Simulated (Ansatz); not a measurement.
## W, pressure series

The reference is W (space group Pm-3n, No. 223; a = 5.033 Å).

Cell and atoms are relaxed at each pressure.

Method: PBEsol/PAW in Ansatz (a program for electronic structure), scalar-relativistic without spin-orbit coupling, earlier PAW set.

```json
[
 {"pressure (GPa)": "-2", "volume per atom (Å³/atom)": "16.042"},
 {"pressure (GPa)": "-1", "volume per atom (Å³/atom)": "15.991"},
 {"pressure (GPa)": "0", "volume per atom (Å³/atom)": "15.939"},
 {"pressure (GPa)": "0.7", "volume per atom (Å³/atom)": "15.905"},
 {"pressure (GPa)": "1.5", "volume per atom (Å³/atom)": "15.865"},
 {"pressure (GPa)": "3", "volume per atom (Å³/atom)": "15.792"},
 {"pressure (GPa)": "5", "volume per atom (Å³/atom)": "?"},
 {"pressure (GPa)": "7.5", "volume per atom (Å³/atom)": "15.584"},
 {"pressure (GPa)": "10", "volume per atom (Å³/atom)": "15.473"}
]
```

Problem. Fit the third-order Birch–Murnaghan form P(V) = (3B₀/2)[(V₀/V)^(7/3) − (V₀/V)^(5/3)]·[1 + (3/4)(B₀′ − 4)((V₀/V)^(2/3) − 1)] (squares taken in P) to the rows shown and predict the withheld row.

Solution. Least squares on the printed values gives V₀ = 15.940 Å³/atom, B₀ = 317 GPa, B₀′ = 4.1; this predicts 15.698 Å³/atom, and the run gives 15.698 Å³/atom, in agreement.

Load acts through the strain it causes; cell and atoms are relaxed under it. Stability against distortions was not tested. Competing high-pressure phases were not computed. All final runs are without spin polarisation. This is not the structure that W has at room temperature and ambient pressure.
